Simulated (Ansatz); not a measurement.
Consider BN in the wurtzite structure (space group P6_3mc, No. 186).

```cif
data_B2N2
_chemical_formula_sum 'B2 N2'
_space_group_name_H-M_alt 'P 1'
_space_group_IT_number 1
_cell_length_a 2.55453
_cell_length_b 2.55453
_cell_length_c 4.22457
_cell_angle_alpha 90.000
_cell_angle_beta 90.000
_cell_angle_gamma 120.000
loop_
_space_group_symop_operation_xyz
  'x, y, z'
loop_
_atom_site_label
_atom_site_type_symbol
_atom_site_fract_x
_atom_site_fract_y
_atom_site_fract_z
_atom_site_occupancy
B1 B 0.66667 0.33333 0.99991 1
B2 B 0.33333 0.66667 0.49991 1
N1 N 0.66667 0.33333 0.62529 1
N2 N 0.33333 0.66667 0.12529 1
```

The values are results of plane-wave PAW DFT at the PBE level (Ansatz, an electronic-structure program, 420 eV), no SOC, not measurements.

Carriers are added at fixed cell with a uniform background; the Fermi–Dirac width is that of 300 K.

One change was made to it. Results:

```json
[
 {"quantity": "Fermi level relative to the doped band's edge (positive inside the band; to 0.05 eV)", "base": "–", "after": "+1.00 eV"},
 {"quantity": "gap between the host's bands", "base": "5.23 eV", "after": "4.95 eV"},
 {"quantity": "gap character", "base": "indirect, Γ → K", "after": "indirect, Γ → K"}
]
```

Question: Which of these changes matches the shifts?
A. electrons 2.0×10^22 cm⁻³
B. holes 1.0×10^21 cm⁻³
C. electrons 1.0×10^22 cm⁻³
D. electrons 3.0×10^21 cm⁻³
E. holes 2.0×10^22 cm⁻³

Answer: D, electrons 3.0×10^21 cm⁻³. For comparison, the Fermi level from band edge in the other runs: holes 1.0×10^21 cm⁻³ gives +0.25 eV; electrons 2.0×10^22 cm⁻³ gives +2.25 eV; holes 2.0×10^22 cm⁻³ gives +1.35 eV; electrons 1.0×10^22 cm⁻³ gives +1.80 eV.

Carriers are added with a uniform compensating background; total energy and stress of such cells depend on the potential's zero and are not compared; many-body gap narrowing is missing at this level. Stability against distortions was not tested.
